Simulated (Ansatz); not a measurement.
The starting structures come from a database of crystals and need not be the phases stable at ambient conditions.

The decay constant κ of evanescent states in the gap governs leakage through a thin film.

Data:

```xyz
12
Lattice="5.7215 0.0000 0.0000 0.0000 7.6536 0.0000 0.0000 -3.8268 6.6282" Properties=species:S:1:pos:R:3 pbc="T T T"
Ca     2.8607     4.9182     0.0000
Ca     2.8607    -2.4591     4.2593
Ca     2.8607     1.3677     2.3689
Ca     0.0000     2.3590     0.0000
Ca     0.0000    -1.1795     2.0430
Ca     0.0000     2.6473     4.5853
P      4.5746     0.0000     4.4188
P      1.1469     0.0000     4.4188
P      4.5746     3.8268     2.2094
P      1.1469     3.8268     2.2094
P      1.7433     0.0000     0.0000
P      3.9782     0.0000     0.0000
```

Space group of this cell: P-62m. The cell is taken as given.

Transport runs along the normal of the first two printed cell vectors, the (100) plane of the conventional cell.

The gap is the functional's own, uncorrected, and κ follows it; spin-orbit coupling is left out. Mid-gap values are interpolated between the computed energies.

Q: State the band gap and the smallest decay constant κ at mid-gap according to r2SCAN in Ansatz (an electronic-structure program).

A: Gap 0.63 eV on a 6×6×6 mesh; κ = 0.194 1/Å, at the zone centre.
